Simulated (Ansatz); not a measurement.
**A computed series for LuAlO3: response to strain**

The reference is LuAlO3 (space group P6_3/mmc, No. 194; a = 3.366 Å, c = 11.473 Å; a cell from a computed database, its experimental status unchecked). Axes: x lies along a and z along c of the hexagonal cell.

Strains are applied to the cell and any free atomic positions relax; under biaxial strain the out-of-plane vector relaxes too; under stress the whole cell relaxes.

The values are results of PBEsol in Ansatz (plane waves to 420 eV, PAW, scalar-relativistic without spin-orbit coupling), not measurements.

| variant | smallest direct gap | band gap | volume per atom | width of the top valence band |
|---|---|---|---|---|
| base | 3.78 eV | 3.41 eV | 11.26 Å³ | 0.68 eV |
| biaxial strain −3.40 %, plane normal [001], relaxed out of plane | 3.97 eV | 3.73 eV | 10.88 Å³ | 0.67 eV |
| biaxial strain −0.43 %, plane normal [001], relaxed out of plane | 3.81 eV | 3.45 eV | 11.21 Å³ | 0.68 eV |
| isotropic strain +1.73 % | 3.49 eV | 3.14 eV | 11.85 Å³ | 0.67 eV |
| uniaxial stress, 1 GPa tension along x | 3.77 eV | 3.40 eV | 11.28 Å³ | – |

Beyond what the load breaks, stability against distortions was not tested.

Ansatz is an electronic-structure program.
